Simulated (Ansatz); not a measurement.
# Habitual settings against a tight run: Si (Fd-3m, 2 atoms in the cell)

Self-consistent single point.

```
Si
1.0
    0.00000     2.65789     2.65789
    2.65789     0.00000     2.65789
    2.65789     2.65789     0.00000
Si
2
Direct
  0.25000   0.25000   0.25000
  0.00000   0.00000   0.00000
```

Computed with PBEsol, harder PAW files (source: ansatz) made with PBE (plane waves; Ansatz, a first-principles code).

Base settings: basis.ecutwfc = 460 eV; kpoints.mp_grid.grid = 7 7 7; hamiltonian.xc = pbesol; hamiltonian.pseudopotentials = {kind: paw, source: ansatz}; scf.occupations.method = fixed.

Tight run (finer mesh or higher cutoff; not a proven limit): basis.ecutwfc: 460 eV → 645 eV; kpoints.mp_grid.grid: 7 7 7 → 10 10 10; scf.convergence.dr2_threshold: default (1e-07 eV) → 1e-09 eV. It gave top of the valence band (on the code's own zero) 6.89 eV; gap on the k-point mesh 0.35 eV; pressure 7.07 GPa.

Quick runs, as changes from the base:
- A: the base itself
- B: basis.ecutwfc: 460 eV → 320 eV; kpoints.mp_grid.grid: 7 7 7 → 4 4 4; scf.occupations.method: fixed → gaussian; scf.occupations.width: default → 0.136 eV
- C: basis.ecutwfc: 460 eV → 320 eV; kpoints.mp_grid.grid: 7 7 7 → 8 8 8; scf.occupations.method: fixed → methfessel_paxton; scf.occupations.width: default → 0.272 eV
- D: basis.ecutwfc: 460 eV → 275 eV; kpoints.mp_grid.grid: 7 7 7 → 6 6 6; scf.occupations.method: fixed → methfessel_paxton; scf.occupations.width: default → 0.5 eV; scf.convergence.dr2_threshold: default (1e-07 eV) → 0.0001 eV
- E: kpoints.mp_grid.grid: 7 7 7 → 4 4 4; hamiltonian.xc: pbesol → b3lyp [B3LYP]
- F: kpoints.mp_grid.grid: 7 7 7 → 2 2 2; hamiltonian.xc: pbesol → hse06 [HSE06]

Energies are extrapolated to zero smearing width, which holds to low order in the width alone.

Dashes: gap of B, C, D, left out as unsure on this mesh or at this smearing; energy of E, F, another energy zero; count of E, F, another kind of functional, whose work the count does not hold.

Gaps are read on each run's own mesh, which may miss the band edges.

† marks runs with another functional, U, potentials or spin treatment: their distance from the tight run is not a convergence error alone.

The count of work is k-points × plane waves × bands × iterations; it is no time. 

Pressures in the table are Ansatz's without its Pulay estimate, at a fixed set of plane waves; the tight run's value above holds the estimate.

The starting cell comes from a database of computed structures (which also holds hypothetical and non-ambient phases and stackings), without a prior relaxation at this level. Its lattice was rescaled by a random factor within 2.5 % of one. In the base run, with a pressure of about 7 GPa the cell is away from its equilibrium volume at this level.

```
run  energy less tight (meV/atom)  pressure less tight (GPa)  gap on the mesh less tight (eV)  count of work / tight
---  ----------------------------  -------------------------  -------------------------------  ---------------------
A                             5.4                       0.02                           -0.019                   0.22
B                           120.1                       0.33                                –                  0.055
C                            17.0                      -0.47                                –                   0.20
D                            53.6                      -1.01                                –                  0.067
E†                              –                       3.92                            1.524                      –
F†                              –                      10.45                            1.041                      –
```

Among the runs at the tight run's level, the energy misses run from 5.4 to 120.1 meV/atom.

Left out of this page: 2 runs of the series unsound by tests on forces, stress, charge or solver warnings.

Keys are those of Ansatz 0.2.
